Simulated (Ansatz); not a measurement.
A one-dimensional P body, 2 atoms a period, stretched and compressed along its axis from its relaxed period of 3.146 Å, atoms relaxed at each length.

```
CELL_PARAMETERS angstrom
     12.50000     0.00000     0.00000
      0.00000    11.00000     0.00000
      0.00000     0.00000     3.14563
ATOMIC_POSITIONS crystal
  P  0.44280 0.50000 0.00000
  P  0.55720 0.50000 0.50000
```

The numbers are results of PBE (plane waves to 420 eV, PAW; Ansatz, a first-principles code), not measurements. Mesh 1×1×102. No spin polarisation. Isolated but for its images some 11 Å away. A hypothetical model. It keeps the symmetry and period of its start, so it need not be a minimum against all distortions. Pairing along the axis, which can open a gap, is among the distortions not tried. Buckling under compression is shut out by symmetry and the short period. Energies are free energies at a Fermi–Dirac width of 0.02 eV, from the unstrained cell.

```tsv
strain (%)	energy (meV a period)	axial force (nN)
-3.0	+33	-1.15
-1.5	+8	-0.55
0.0	0	0.00
+1.5	+7	+0.50
+3.0	+29	+0.96
```

The slope of the force at zero strain is 35 nN.
